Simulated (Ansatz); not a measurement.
# silicon: the defect O interstitial started at a bond centre + As on the Si site (second shell)

Level of theory: PBE, PAW (plane waves to 420 eV; Ansatz, a quantum-chemistry and plane-wave program). A 2×2×2 supercell of 64 sites was used; the energies come from a 2×2×2 shifted sampling of its zone. Sites at the start: bond centre of Si and Si, 2.37 Å; Si 2.73 Å away. Energies of charged states are corrected for periodic images (point charge plus alignment at distant sites). Dielectric constants: PBE linear response of the host. Host gap at this level: 0.61 eV. A cell of this size leaves errors of a few tenths of an eV. The semilocal functional narrows the gap, so deep levels can fall outside it. Spin–orbit coupling is left out. Each state is the lowest found from its start.

```json
[
 {"charge": "+1", "moment (μB)": "not spin-polarised", "point group": "Cs", "largest move off a lattice site (Å)": "0.41", "image correction with alignment (eV)": "0.27"},
 {"charge": "0†", "moment (μB)": "quenched", "point group": "–", "largest move off a lattice site (Å)": "0.42", "image correction with alignment (eV)": "0.00"},
 {"charge": "−1†", "moment (μB)": "not spin-polarised", "point group": "–", "largest move off a lattice site (Å)": "0.43", "image correction with alignment (eV)": "-0.06"}
]
```

† Not settled in this cell, so no level is given: charge 0: a level filled in part, carriers not clearly localised, level within 0.1 eV of a band edge or past it; charge −1: carriers not clearly localised, level within 0.1 eV of a band edge or past it.

Point groups are those of the whole cell at tolerances of 0.03 and 0.1 Å ("near" where only the looser one holds); none is given for unsettled states.

Starting moments that weren't kept: charge 0 began with 1 μB and ended with 0.0.
